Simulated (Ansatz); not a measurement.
Effect of Cu → Zn on Cu3N

Start from Cu3N (space group Pm-3m, No. 221; a = 3.7649 Å).

Modification: full substitution Cu → Zn, then cell and atoms are relaxed.

All numbers come from PBEsol (Ansatz, an electronic-structure program; PAW; 420 eV plane waves; no SOC). Γ-centred 12×12×12 mesh, Fermi–Dirac width 0.05 eV.

The density falls by 1.18 g/cm³ to 5.19 g/cm³ and the shortest interatomic distance increases by 0.151 Å to 2.033 Å. The band gap stays zero.

No phonon test of stability was made. As relaxed here, Zn3N is a hypothetical phase, not in the database extracts checked. The final runs are not spin-polarised. An odd electron count without spin: Zn3N. Zn3N has a high density of states at the Fermi level and may be magnetic at this level. Gaps under 0.05 eV, about the width of the smearing, are given as zero. A zero or small gap of Cu3N can be the functional's error rather than a property of the material.
